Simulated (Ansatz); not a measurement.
Here is the system:

```xyz
4
Lattice="-1.6734 1.6734 5.7153 1.6734 -1.6734 5.7153 1.6734 1.6734 -5.7153" Properties=species:S:1:pos:R:3 pbc="T T T"
Nb     0.0000     0.0000     8.5733
Nb     1.6734     0.0000     5.7156
P      0.0000     0.0000     3.8018
P      1.6734     0.0000     0.9442
```

Level of theory: PBE with spin-orbit coupling, rigid bands (plane waves, PAW; Ansatz, a quantum-chemistry and plane-wave program). Condition of this run: functional PBE, cell relaxed with it. How the cell was made: cell and atoms relaxed with PBE.

Is this a good metal at this level?

No. No gap is resolved, and few carriers conduct, as in a semimetal or a zero-gap semiconductor. N(E_F) = 0.175 states/eV a cell at 300 K and the Drude plasma energy along the best axis is 1.29 eV, several times under that of a simple or noble metal.

Computed structure with no diffraction record at hand here (it may be known, metastable or hypothetical): NbP (I4_1md).
